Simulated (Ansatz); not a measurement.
For CaAlO2F (model structure, started from the SrVO2H type, P4/mmm, No. 123, 5 atoms in the cell), LDA in Ansatz (PAW) gives:

```
Quantity                   Result
-------------------  ------------
lattice constant a        3.685 Å
lattice parameter c       3.624 Å
bulk modulus B0           178 GPa
cohesive energy      6.61 eV/atom
band gap                  3.39 eV
```

Q: What does r²SCAN in Ansatz (plane waves, PAW) give for the same quantities?

A: 
- lattice constant a: 3.726 Å (grows by 1.1 %)
- lattice parameter c: 3.673 Å (grows by 1.4 %)
- bulk modulus: 171 GPa (decreases by 3.9 %)
- cohesive energy: 5.88 eV/atom (falls by 0.73 eV/atom)
- band gap: 4.11 eV (rises by 0.72 eV)

Changes are worked out from the printed values.

Unless a cell is named, each level is at its own relaxed cell (LDA 9.84, r²SCAN 10.20 Å³/atom).

Density-functional gaps are differences of (generalised) Kohn–Sham levels.

Caveats: the bulk modulus is −V dP/dV from two relaxed cells at ±2 % in volume (LDA, r²SCAN). Ansatz's density-functional and Hartree–Fock values are scalar-relativistic unless marked +SOC, with PAW data made under PBE.

A model structure was made by putting elements into a prototype or built by hand; it is no filed structure, need not be a known phase, and can be a saddle point held by its symmetry.

Ansatz is an electronic-structure program.
